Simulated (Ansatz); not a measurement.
Si (diamond structure), Σ5 (310) [001] symmetric tilt. One C atom replaces one Si atom in a bicrystal of 48 atoms (one solute to 47 Å² of one boundary, a high coverage); atoms relaxed, cell held. Energies count from the site farthest from both boundaries, which lies only 5.2 Å away; negative means that the solute is drawn to the site. The cell is neutral, and spin is allowed where the electrons are odd. k-points: Γ-centred 3×4×1 mesh; occupations: Fermi-Dirac, 0.050 eV; spin polarisation not allowed. No spin-orbit coupling.

Sites tried, by distance from the nearest boundary plane (Å): 0.00, 0.85, 0.85, 1.81.

Question: Does C segregate by PBE (Ansatz, a first-principles code), and with what energy at each site?

Answer: 0.00 Å: 0.15 eV; 0.85 Å: 0.16 eV; 0.85 Å: 0.16 eV; 1.81 Å: -0.36 eV. The most favoured site tried binds it by 0.36 eV.
